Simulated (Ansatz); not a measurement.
## Amorphous Hf18O39Al2

A CHGNet melt-quench gave the starting glass, which DFT then relaxed. O atoms were pushed apart under 1.9 Å during the dynamics, to hinder bonds among them. The hot cell started wider than the set density and was brought back towards it in steps. It is the lowest in DFT energy of 2 quenches. It is a model cell: composition and starting density were chosen by hand, and all elements were melted together. No dispersion term was used.

Methods: PBE, scalar-relativistic without spin-orbit coupling (Ansatz, an electronic-structure program); r2SCAN, scalar-relativistic without spin-orbit coupling (Ansatz); HSE06, scalar-relativistic without spin-orbit coupling (Ansatz). Geometry, pressure, stress and energy are those of the PBE run. Its sampling: a 2×2×2 Γ-centred mesh; Fermi-Dirac width 0.02 eV; no spin polarisation. Other functionals are single points at the zone centre (r2SCAN at 500 eV; exact exchange cut at the cell's faces), free to take moments where seeds were set. At PBE the levels at the filled edge of the gap are localised (band-tail or defect states).

```yaml
number_of_atoms_in_the_cell: 59
Density (volume relaxed, without dispersion): 8.69 g/cm³
volume_per_atom: 85.0 bohr³
Pressure on a 2×2×2 Γ-centred mesh: 0.04 GPa
Largest force and stress component on that mesh (the relaxation ran on the zone centre alone): 0.11 eV/Å and 0.1 GPa
Energy relative to monoclinic HfO2 + corundum (lowest mix at this level among the phases computed, not always the ambient ones): 166 meV/atom
Level gap on a 2×2×2 Γ-centred mesh (PBE): 3.59 eV
Level gap at the zone centre (PBE): 3.70 eV
Level gap at the zone centre (r2SCAN): 4.13 eV
Level gap at the zone centre (HSE06): 5.23 eV
```

Neighbours within Hf-Hf 3.34 Å, Hf-O 2.80 Å, Hf-Al 3.00 Å, O-O 1.58 Å, O-Al 2.24 Å, Al-Al 2.66 Å count as bonded. Two cations that share two anions don't count as bonded, nor two that share one unless they lie closer than Hf-Hf 3.25 Å, Hf-Al 2.92 Å, Al-Al 2.59 Å.

The mean coordination of Hf by anions comes out as 6.78 (4 with 6, 14 with 7) and the mean coordination of O is 3.38 (1 with 2, 22 with 3, 16 with 4). The mean coordination of Al by anions comes out as 5.00 (2 with 5). The mean Hf-O bond is 2.171 Å (spread 0.137 Å, 122 counted) and the mean O-Al bond is 1.896 Å (spread 0.062 Å, 10 counted).

Its density started from a set value of 8.56 g/cm³. The simulated quench (nominally 450 K/ps over its main leg) is rapid and tends to freeze in more defects than a deposited or slowly cooled glass has. A cell of this size samples the disorder only roughly. Volume and shape were free in the relaxation.
